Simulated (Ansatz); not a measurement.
A calculation on AlCr2C (P6₃/mmc, No. 194, 8 atoms in the cell; start mp-9956) returned lattice constant a 2.840 Å, lattice parameter c 12.703 Å.

Q: Which level of theory produced these numbers?
(A) PBEsol (Ansatz, an electronic-structure program)
(B) LDA (Ansatz)
(C) r²SCAN+rVV10 (Ansatz)
(D) PBE (Ansatz)

A: D, PBE (Ansatz)

The others give: r²SCAN+rVV10 2.817 Å, 12.620 Å; LDA 2.790 Å, 12.476 Å; PBEsol 2.812 Å, 12.598 Å.

Unless a cell is named, each level is at its own relaxed cell (LDA 10.51, PBE 11.09, PBEsol 10.78, r²SCAN+rVV10 10.84 Å³/atom).

The crystal itself was run without spin with r²SCAN+rVV10, LDA, PBEsol, PBE; a magnetic state was not tried in these runs.

Caveats: the relaxation could not lower the start's symmetry, so the cell can be a saddle point above a distorted one (r²SCAN+rVV10, LDA, PBEsol, PBE). Ansatz's density-functional and Hartree–Fock values are scalar-relativistic unless marked +SOC, with PAW data made under PBE.

A start named mp-… is a Materials Project structure, which need not be a measured phase.
